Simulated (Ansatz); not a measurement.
Consider Be vacancy in hcp Be, neutral cell. Computed with PBE, PAW (plane waves to 420 eV; Ansatz, a first-principles code).

Cell of 36 host sites held at the relaxed PBE lattice; a 5×5×4 k-point mesh shifted by half a step along c; Fermi-Dirac width 0.10 eV, spin-restricted; finite-size errors left in. No zero-point or tunnelling terms. Forms of the defect that were not tried may lie lower.

Barriers: single points on a 7×7×7 k-point mesh shifted by half a step along c at the bands' geometries.

A. a nearby Be atom hops onto the vacant site; the atom moves 2.26 Å along (0.00, -1.00, 0.00) of the unit cell; the moving atom starts with neighbours 2 Be at 2.19, 4 Be at 2.21, Be at 2.24, Be at 2.25, 2 Be at 2.27, Be at 2.28 Å and ends with 2 Be at 2.19, 3 Be at 2.21, Be at 2.21, Be at 2.24, Be at 2.25, 3 Be at 2.27 Å; saddle order first order.
B. a nearby Be atom hops onto the vacant site; the atom moves 2.16 Å along (0.65, 0.32, 0.49) of the unit cell; the moving atom starts with neighbours 2 Be at 2.20, Be at 2.21, 4 Be at 2.23, 2 Be at 2.24, 2 Be at 2.28 Å and ends with 2 Be at 2.20, Be at 2.21, 4 Be at 2.23, 2 Be at 2.24, 2 Be at 2.28 Å; saddle order first order.

Task: Rank these by forward barrier (lowest first), as PBE, PAW gives it.

Result: A (0.74 eV), B (0.86 eV)
